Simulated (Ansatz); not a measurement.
# In2Ge2O7 (C2/m, No. 12, 11 atoms in the cell; start mp-5280)

Computed with r²SCAN+SOC (PAW; Ansatz, a program for electronic structure).

Run with plane-wave cutoff 560 eV, 6×6×8 k mesh (along the axes of the cell as run), Fermi–Dirac smearing 0.01 eV, PAW data made under PBE.

Cell (relaxed with PBEsol):

```
In2Ge2O7
1.0
    3.32667    -4.43410     0.00634
    3.32667     4.43410     0.00634
   -1.04783     0.00000     4.84851
In Ge O
2 2 7
Cartesian
  3.32667   1.71102   0.00634
  3.32667  -1.71102   0.00634
  4.45448   0.00000   2.89117
  1.15102   0.00000   1.97003
  1.37845  -1.47843   1.02995
  4.22705   1.47843   3.83125
  4.22705  -1.47843   3.83125
  1.37845   1.47843   1.02995
 -0.52392   0.00000   2.42426
  1.98714   0.00000   3.52826
  3.61836   0.00000   1.33294
```

| Item | Result |
|---|---|
| band gap | 2.70 eV (direct) |

Note: cell and atoms aren't relaxed at this level (largest force component 0.27 eV/Å, pressure -1.2 GPa).

Computed values are for the static lattice.

Cost on a shared machine: around 40 core-minutes (rough).

A start named mp-… is a Materials Project structure, which need not be a measured phase.
